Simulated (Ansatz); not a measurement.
The starting structures come from a database of crystals and need not be the phases stable at ambient conditions.

By PBEsol, the system below comes out a metal.

Crystal: LuSe (Fm-3m, rock salt, not sure to be the ambient phase, 2 atoms a cell, 21.9 Å³ an atom, -2 GPa at this level); planes in its conventional cell.

Method: PBEsol (plane waves, PAW; Ansatz, a program for electronic structure).

Ballistic conductance counts the channels of both spins, as a mean over 0.1 eV about the Fermi level; spin-orbit coupling is left out.

```csv
plane,area (Å²),G/A (10¹⁵ S/m²)
(001),15.6,0.67
(111),13.6,___
```

### Question
What belongs in the gaps?

### Answer

- (111), G/A (10¹⁵ S/m²): 0.79
